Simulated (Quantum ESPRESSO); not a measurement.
Quantum ESPRESSO 7.5, DFT, PBE, plane waves, PseudoDojo 0.5 standard norm-conserving PBE (local tails restored to the Coulomb form): bcc Ta, atoms displaced (Ta12), 12 atoms. Basis and mesh were picked for this test and aren't claimed converged.

```json
{
 "cell": "3.31, 3.31, 19.84 Å; 90, 90, 90°",
 "distance_to_the_nearest_atom": "2.78 to 2.84 Å",
 "task": "scf",
 "k mesh": "4×4×1",
 "ecutwfc": "58 Ry",
 "ecutrho": "232 Ry",
 "occupations": "smearing",
 "smearing": "mv",
 "degauss": "0.02 Ry",
 "conv_thr": "1.2e-08 Ry",
 "tprnfor": "true",
 "tstress": "false",
 "k-point pools (-nk)": "4",
 "diagonalization": "david (default)",
 "k-points computed": "10",
 "bands": "94",
 "electrons": "156",
 "G-vectors of the density": "87297",
 "FFT grid": "32×32×192"
}
```

One run each.

All on 8 ranks. Base settings, kept where nothing else is said: mixing_mode = plain (default), mixing_beta = 0.7 (default), mixing_ndim = 8 (default). The settings tried:
- mixing_mode = TF, mixing_beta = 0.1
- the base settings
- mixing_mode = TF, mixing_beta = 0.2
- mixing_mode = local-TF, mixing_beta = 0.2
- mixing_mode = local-TF
- mixing_mode = TF, mixing_beta = 1
- mixing_ndim = 2
- mixing_mode = TF
- mixing_beta = 0.1
- mixing_mode = TF, mixing_beta = 0.4
- mixing_beta = 0.2
- mixing_beta = 0.4
- mixing_mode = local-TF, mixing_beta = 0.1
- mixing_beta = 1
- mixing_mode = local-TF, mixing_beta = 0.4

Problem. Predict which of these converge in the fewest SCF iterations.

Solution. Fewest SCF iterations, with those close behind: mixing_mode = TF, mixing_beta = 1 (9); mixing_mode = local-TF (9); mixing_mode = TF, mixing_beta = 0.4 (11); mixing_mode = TF (11); mixing_mode = local-TF, mixing_beta = 0.2 (11); mixing_mode = local-TF, mixing_beta = 0.4 (12). Most among those that reach the base run's result: mixing_beta = 1 (44). No count from: mixing_ndim = 2 (unfinished when stopped at the time that we allowed, after 22 SCF iterations). All the others converged.

| setting | SCF iterations | end |
|---|---|---|
| mixing_mode = TF, mixing_beta = 1 | 9 | converged |
| mixing_mode = local-TF | 9 | converged |
| mixing_mode = TF, mixing_beta = 0.4 | 11 | converged |
| mixing_mode = TF | 11 | converged |
| mixing_mode = local-TF, mixing_beta = 0.2 | 11 | converged |
| mixing_mode = local-TF, mixing_beta = 0.4 | 12 | converged |
| mixing_mode = local-TF, mixing_beta = 0.1 | 15 | converged |
| mixing_mode = TF, mixing_beta = 0.2 | 17 | converged |
| mixing_mode = TF, mixing_beta = 0.1 | 18 | converged |
| mixing_beta = 0.2 | 21 | converged |
| mixing_beta = 0.1 | 25 | converged |
| mixing_beta = 0.4 | 27 | converged |
| the base settings | 35 | converged |
| mixing_beta = 1 | 44 | converged |

2 planned settings were not run, for want of time.
